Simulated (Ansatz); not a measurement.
# Ru, response to strain

Consider Ru in the hcp (Mg type) structure (space group P6_3/mmc, No. 194; a = 2.6756 Å, c = 4.2237 Å; relaxed with 0.1 eV smearing). Axes: x lies along a and z along c of the hexagonal cell.

Strains are applied to the cell and any free atomic positions relax.

The values are results of DFT with LDA, PAW potentials and a 420 eV plane-wave cutoff in Ansatz (a program for electronic structure), no spin-orbit coupling, not measurements.

Notes on the quantities. pressure: mean of the normal stresses, compression positive; energy relative to the base: free energy F.

```json
[
 {"variant": "base", "pressure": "0.0 GPa", "volume per atom": "13.09 Å³", "energy relative to the base": "0 meV/atom"},
 {"variant": "uniaxial strain ε_xx = −3.00 %", "pressure": "12.1 GPa", "volume per atom": "12.70 Å³", "energy relative to the base": "[?]"},
 {"variant": "uniaxial strain ε_xx = −2.50 %", "pressure": "9.9 GPa", "volume per atom": "12.77 Å³", "energy relative to the base": "+18 meV/atom"},
 {"variant": "uniaxial strain ε_xx = −2.00 %", "pressure": "[?]", "volume per atom": "12.83 Å³", "energy relative to the base": "+11 meV/atom"},
 {"variant": "uniaxial strain ε_xx = −1.50 %", "pressure": "5.7 GPa", "volume per atom": "12.90 Å³", "energy relative to the base": "+6.3 meV/atom"},
 {"variant": "uniaxial strain ε_xx = −0.50 %", "pressure": "1.8 GPa", "volume per atom": "13.03 Å³", "energy relative to the base": "+0.7 meV/atom"},
 {"variant": "uniaxial strain ε_xx = +0.50 %", "pressure": "-1.8 GPa", "volume per atom": "13.16 Å³", "energy relative to the base": "+0.7 meV/atom"},
 {"variant": "uniaxial strain ε_xx = +1.00 %", "pressure": "-3.4 GPa", "volume per atom": "13.22 Å³", "energy relative to the base": "+2.6 meV/atom"},
 {"variant": "uniaxial strain ε_xx = +2.00 %", "pressure": "-6.6 GPa", "volume per atom": "13.35 Å³", "energy relative to the base": "[?]"},
 {"variant": "uniaxial strain ε_xx = +3.00 %", "pressure": "-9.6 GPa", "volume per atom": "13.49 Å³", "energy relative to the base": "+22 meV/atom"}
]
```

### Question
Fill in the withheld entries from the trend.

### Answer

- uniaxial strain ε_xx = −3.00 %, energy relative to the base: +26 meV/atom
- uniaxial strain ε_xx = −2.00 %, pressure: 7.7 GPa
- uniaxial strain ε_xx = +2.00 %, energy relative to the base: +10 meV/atom

Stability against distortions was not tested. The final runs are not spin-polarised.
